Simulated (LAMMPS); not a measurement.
Consider a melt made from Ni (fcc), 864 atoms, at 2250 K and 2 GPa, brought to that temperature within a few picoseconds in molecular dynamics.

Computed with classical MD, pair style meam, file MoCoNiVFeAlCr_2nn.meam, run in LAMMPS.

| Item | Result |
|---|---|
| state found | liquid |
| density | 7.537 ± 0.003 g/cm³ |
| volume per atom | 12.932 ± 0.005 Å³/atom |
| enthalpy per atom | -3.408 ± 0.001 eV/atom |
| first peak of g(r) | 2.44 Å, height 2.7 |
| coordination number | 11.8 (counted to 3.30 Å) |
| most common Ni-Ni-Ni angle | at the 3° bin centred on 55.5°, after smoothing over three bins (mean of all 96°) |
| self-diffusion coefficient of Ni (not corrected for cell size) | (5.5 ± 0.2) × 10^-5 cm²/s |
| shear viscosity (Green-Kubo) | 3.7 ± 0.4 mPa s |
| mean frequency of the vibrational (phonon) density of states | 5.5 THz |
| cost | roughly 22 core-minutes |

Potential: file MoCoNiVFeAlCr_2nn.meam of the LAMMPS distribution; its header cites Wang, J., Kwon, H., Kim, H.S. et al. A neural network model for high entropy alloy design. npj Comput Mater 9, 60 (2023).

Caution: a run this short can hold a crystal over, or a liquid under, the potential's own melting point, which these runs don't give.

States go by the mean squared displacement: a species diffuses where it passes 1.5 Å², still rises and gives D over 1e-6 cm²/s; a crystal has left its structure where atoms lie 0.35 Å off their sites on average or a cubic box changes its shape by 3 %, or the axial ratios of another lie 8 % off the starting cell's, which the potential's own relaxation can also do.

Errors of D are the spread over four groups of atoms in one short run; a floor of about 5 %, a picked value, is safer.

The ± values are statistical; the model's systematic error is not in them.
